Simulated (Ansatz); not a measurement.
Base system: MgTe in the wurtzite structure (space group P6_3mc, No. 186; a = 4.6089 Å, c = 7.5001 Å). Axes: x lies along a and z along c of the hexagonal cell.

Level of theory: PBE in Ansatz (plane waves to 420 eV, PAW, no spin-orbit coupling).

Perturbation: the cell is scaled by 1.0180 in all directions; the atoms relax in the strained cell.

Predict the stress tensor and what it implies for the stiffness.

Stress of the strained cell less that of the base (GPa, compression positive):
```
  -1.62    0.00    0.00
   0.00   -1.62    0.00
   0.00    0.00   -1.62
```

Then B = −ΔP/(ΔV/V₀) with ΔV/V₀ = 0.0550 gives secant stiffness values (nonlinear terms included at this strain): B (at held cell shape, above the free-shape value) ≈ 29 GPa.

As a check, the harmonic strain energy −½ V₀ Δσ:ε is 9.4 meV/atom; the computed energy rise is 10 meV/atom.

Whether these cells are dynamically stable was not tested.

Ansatz is a first-principles code.
